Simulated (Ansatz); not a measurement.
Calculation: PBE (plane waves to 420 eV, PAW; Ansatz, a program for electronic structure).

Host crystal: anatase TiO2, with a band gap (PBE, scalar-relativistic without spin-orbit coupling).

Plane-averaged electrostatic potential energy along the normal, in eV from the Fermi level, for SiH3 on the 1x1 (101) surface of anatase TiO2 (cut with top plane O), one in a 2x1 cell, started at the site 'bridge O-O (span 2.8 Å)':

(z (Å), V (eV)): (5.34, 4.81); (5.64, 4.81); (5.94, 4.81); (6.23, 4.81); (6.53, 4.81); (6.83, 4.81); (7.12, 4.81); (7.42, 4.80); (7.72, 4.79); (8.02, 4.76); (8.31, 4.67); (8.61, 4.40); (8.91, 3.55); (9.20, 1.14); (9.50, -1.47); (9.80, -5.02); (10.09, -8.24); (10.39, -11.35); (10.69, -12.92); (10.98, -11.21); (11.28, -7.42); (11.58, -3.95); (11.88, -1.82); (12.17, -0.05); (12.47, 1.07); (12.77, 0.07); (13.06, -2.12); (13.36, -4.43); (13.66, -7.50); (13.95, -11.59); (14.25, -13.62); (14.55, -11.38); (14.84, -7.09); (15.14, -4.01); (15.44, -1.87); (15.73, -0.04); (16.03, 0.85); (16.33, -0.51); (16.62, -2.89); (16.92, -5.11); (17.22, -8.12); (17.52, -11.45); (17.81, -12.85); (18.11, -11.00); (18.41, -7.66); (18.70, -4.85); (19.00, -1.94); (19.30, -0.04); (19.59, 1.82); (19.89, 2.19); (20.19, 1.12); (20.48, 0.03); (20.78, -0.76); (21.08, -0.11); (21.38, 1.49); (21.67, 2.39); (21.97, 3.17); (22.27, 3.45); (22.56, 3.56); (22.86, 3.60); (23.16, 3.61); (23.45, 3.62); (23.75, 3.62); (24.05, 3.62); (24.34, 3.62); (24.64, 3.62); (24.94, 3.62); (25.23, 3.62); (25.53, 3.62); (25.83, 3.62)

Slab: 40 atoms, 9.4 Å thick at the start under the adsorbate (thin: gaps and levels are the slab's own); k 3x4x1, smearing 0.01 eV, dipole-corrected; 14 atoms held, the rest relaxed; no symmetry held; spin-polarised, ending with about 0.4 μB a cell, a value that depends on the mesh; orders that need a larger cell were not tried, no spin-orbit, no U, no dispersion correction. The slab shows no gap over 0.04 eV on its mesh. At the end it is bonded to O. In PBE it is, or lies within 0.03 eV of, the lowest of the starts that converged.

Task: The surface cell has an area of 39.58 Å². What dipole along the normal does the step between the two vacuum levels imply?

Result: the top vacuum level lies 1.19 eV below the bottom one; p = −ε₀ A ΔV (ε₀ = 0.005526 e/(V·Å)) gives 0.26 e·Å a cell.
